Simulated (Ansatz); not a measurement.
Consider Ge in the diamond structure (space group Fd-3m, No. 227; a = 5.674 Å). Axes: x, y, z lie along the cube axes.

Computed with Kohn–Sham DFT with the r2SCAN functional, run in Ansatz (a first-principles code) with PAW and 500 eV plane waves, spin-orbit coupling left out.

Strains are applied to the cell and any free atomic positions relax.

One change was made to it. Results:

| quantity | base | after |
|---|---|---|
| pressure (mean of the normal stresses, compression positive) | 0.1 kbar | 23.4 kbar |
| band gap | 0.36 eV | 0.36 eV |
| energy relative to the base (free energy F) | 0 meV/atom | +8.4 meV/atom |

Question: Name the change that was made.
A) uniaxial strain ε_zz = −3.00 %
B) uniaxial strain ε_zz = −1.00 %
C) uniaxial strain ε_zz = −0.50 %
D) uniaxial strain ε_zz = −1.50 %
E) uniaxial strain ε_zz = −2.00 %

Answer: A, uniaxial strain ε_zz = −3.00 %. For comparison, the energy relative to the base in the other runs: uniaxial strain ε_zz = −1.00 % gives +0.9 meV/atom; uniaxial strain ε_zz = −0.50 % gives +0.2 meV/atom; uniaxial strain ε_zz = −1.50 % gives +2.1 meV/atom; uniaxial strain ε_zz = −2.00 % gives +3.7 meV/atom.

Whether these cells are dynamically stable was not tested.
